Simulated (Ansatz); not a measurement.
**Hypothetical P6_422 BP: response to strain**

The parent structure is BP (space group P6_422, No. 181; a hypothetical phase, not in the database extracts checked).

```xyz
6
Lattice="3.2597 0.0000 0.0000 -1.6298 2.8230 0.0000 0.0000 0.0000 6.9403" Properties=species:S:1:pos:R:3 pbc="T T T"
B     -0.8149     1.4115     2.3134
B      0.8149     1.4115     4.6269
B      1.6298     0.0000     0.0000
P     -0.8149     1.4115     5.7836
P      0.8149     1.4115     1.1567
P      1.6298     0.0000     3.4702
```

Cartesian axes are those of the cell as printed.

Strains are applied to the cell and any free atomic positions relax; under biaxial strain the out-of-plane vector relaxes too.

Computed with Ansatz (a program for electronic structure) PBEsol, without spin-orbit coupling.

Task: Only one of these has a band gap. Which?
A) biaxial strain −2.07 %, plane normal [001], relaxed out of plane
B) biaxial strain +4.01 %, plane normal [001], relaxed out of plane
C) biaxial strain −0.15 %, plane normal [001], relaxed out of plane

Result: B, biaxial strain +4.01 %, plane normal [001], relaxed out of plane. Computed: biaxial strain +4.01 %, plane normal [001], relaxed out of plane: 0.10 eV; biaxial strain −2.07 %, plane normal [001], relaxed out of plane: zero; biaxial strain −0.15 %, plane normal [001], relaxed out of plane: zero

A case with no gap was solved on a k-mesh chosen for an insulator, which is coarse for it. No phonon test of stability was made. The base started in P3_121 and relaxed to P6_422 at this level. The final runs are not spin-polarised. The zero or small gap of BP can change with the level of theory.
